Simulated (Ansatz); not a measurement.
For Ir (Fm-3m), Ansatz (a quantum-chemistry and plane-wave program) with PBEsol, DFPT electron-phonon coupling, linearised Boltzmann equation gives a transport coupling λ_tr = 0.444 and a Drude plasma energy ħω_p = 10.63 eV.

### Question
Estimate the resistivity at 300 K from the high-temperature formula ρ = 2π λ_tr k_B T / (ħ ε₀ ω_p²), and say how the full Boltzmann solution compares.

### Answer
The scattering rate is 1/τ = 2π λ_tr k_B T/ħ = 1.10e14 s⁻¹ and ω_p = 1.61e16 s⁻¹, so ρ ≈ 4.74 μΩ·cm. The Boltzmann solution gives 4.42 μΩ·cm, 0.93 times the estimate.

A metal at this level (no band gap). Only scattering by harmonic phonons is included (no impurities, grain boundaries, electron-electron scattering or thermal expansion). Spin-orbit coupling is left out, which matters with elements this heavy. Halving the electron mesh (28x28x28) moves the resistivity by up to 8 % at 300 K, the coupling by up to 4 %. Smearing 0.20 eV; phonons on a 6x6x6 q mesh, which this run doesn't test.
